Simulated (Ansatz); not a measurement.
F on the 1x1 (110) surface of bcc Mo, one in a 2x1 cell, energies for each (14.1 Å²). Energies are against ½ F2(g), without zero-point or thermal terms; each row is named by its start.

These are PBE (plane waves to 420 eV, PAW; Ansatz, a program for electronic structure) values and carry that method's errors.

Slab: 9 atoms, 6.5 Å thick at the start under the adsorbate (thin: gaps and levels are the slab's own); k 6x12x1, smearing 0.1 eV, dipole-corrected; 4 atoms held, the rest relaxed; each run with such symmetry as its start has; no spin, no spin-orbit, no U, no dispersion correction.

A negative adsorption energy means that the adsorbate is more stable on the surface than in its reference. Heights count from the host atoms within 0.3 Å of the top one.

```csv
starting site,E_ads (eV),height (Å),nearest host atom (Å),bonded to,Δ work function (eV),lateral drift (Å)
top Mo,-3.59,2.01,Mo 1.89,Mo,1.66,0.0
hollow Mo-Mo-Mo,-3.89,1.47,Mo 2.14,3 Mo,0.23,0.2
bridge Mo-Mo (span 2.7 Å),-3.85,1.74,Mo 2.10,2 Mo,0.80,0.0
bridge Mo-Mo (span 3.2 Å),-3.53,1.45,Mo 2.18,2 Mo,0.21,0.0
```
